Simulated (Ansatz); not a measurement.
We consider GeSbTe3 (R3m, No. 160, 5 atoms in the cell; start mp-1224339), described by r²SCAN in Ansatz (plane waves, PAW).

Input file:

Ansatz 0.2 input:
```yaml
crystal:
  lattice:
    - [2.0471517368, 1.1819237743, 9.9493758439]
    - [-2.0471517368, 1.1819237743, 9.9493758439]
    - [0.0, -2.3638470447, 9.9493759038]
  atoms:
    - { symbol: Ge, position: [0.5989756282, 0.5989756282, 0.5989756282] }
    - { symbol: Sb, position: [0.3970435773, 0.3970435773, 0.3970435773] }
    - { symbol: Te, position: [0.9975822905, 0.9975822905, 0.9975822905] }
    - { symbol: Te, position: [0.7919965609, 0.7919965609, 0.7919965609] }
    - { symbol: Te, position: [0.214384943, 0.214384943, 0.214384943] }
basis:
  ecutwfc: 560
  ecutrho_ratio: 4
  xc_grid: 3
kpoints:
  mp_grid: { grid: [16, 16, 16] }
hamiltonian:
  xc: r2scan
  dispersion: none
  pseudopotentials: { kind: paw }
scf:
  occupations: { method: fermi_dirac, width: 0.05 }
  convergence: { dr2_threshold: 0.0000000005 }
output:
  forces: true
  stress: true
  eigenvalues: true
```

Problem. How many irreducible k-points, plane waves at Γ does the program set up, and what pressure does the run end with?

Solution. 417 irreducible k-points, 4329 plane waves at Γ; P = 1.71 GPa, so the cell is compressed on average and its volume would grow at this level.

The run printed, among other lines:

```
Crystal: 5 atoms, lattice volume = 144.440 Å³
Basis set: ecut = 560 eV, 4329 PW (Γ), FFT grids on a1−a3, a2−a3, a3, exchange–correlation on 96×96×240 points (27 copies of the dense FFT grid, shifted against one another)
Bands: 47, of which v1, the nominal top of the filled ones, is band 39 counted from 1 (38 counted from 0)
Symmetry: 6 space group operations
Space group: R3m (ITA 160), of the structure as read, at distance tolerance 5.2e-5 Å
k-points: 417 of 4096 (time reversal used)
Functional: x = r2scan, c = r2scan; τ floored in thin density (d = 2e-4 eV/Å³)
SCF iter   1: F=—  HF=-31786.646193 eV  |F-HF|=—  |Δ(HF+E_count)|=         —  Δρ=4.19e-3  dr2=1.86e-2  dr2_τ=2.94e-3
SCF iter   2: F=—  HF=-31786.673748 eV  |F-HF|=—  |Δ(HF+E_count)|=   2.76e-2  Δρ=2.11e-3  dr2=5.50e-3  dr2_τ=6.61e-5
  ...
SCF iter  10: F=—  HF=-31786.675125 eV  |F-HF|=—  |Δ(HF+E_count)|=  2.47e-10  Δρ=4.32e-7  dr2=5.60e-10  dr2_τ=5.98e-12
SCF iter  11: F=-31786.675125 eV  HF=-31786.675125 eV  |F-HF|=8.00e-11  |Δ(HF+E_count)|=  1.75e-10  Δρ=2.10e-7  dr2=1.21e-10  dr2_τ=7.42e-13
SCF 1 converged in 11 iterations: F = -31786.675125 eV  dr2 = 1.21e-10
SCF converged after 11 iterations
Free energy (F): -31786.675125 eV
Internal energy: -31786.654866 eV  (E = F + TS)
E sigma→0 (E₀):  -31786.664995 eV
Fermi energy:    9.543313 eV
--- Forces (eV/Å), atoms counted from 1 ---
  atom   1  Ge    -0.00000000    -0.00000000    -0.12920507
  atom   2  Sb     0.00000000     0.00000000     0.04500977
  atom   3  Te    -0.00000000     0.00000000     0.06301223
  atom   4  Te     0.00000000    -0.00000000    -0.24304425
  atom   5  Te    -0.00000000     0.00000000     0.26422700
--- Stress (GPa, compression-positive) ---
        1.724698       0.000000      -0.000000
        0.000000       1.724698      -0.000000
       -0.000000      -0.000000       1.671145
  P = ⅓ Tr σ = 1.7068 GPa (17.068 kbar)
```

The PAW data were made under PBE.

Note: cell and atoms aren't relaxed at this level (largest force component 0.26 eV/Å, pressure 1.7 GPa).

Cost on a shared machine: around 11 core-minutes (rough).

A start named mp-… is a Materials Project structure, which need not be a measured phase.

Ansatz is a quantum-chemistry and plane-wave program.
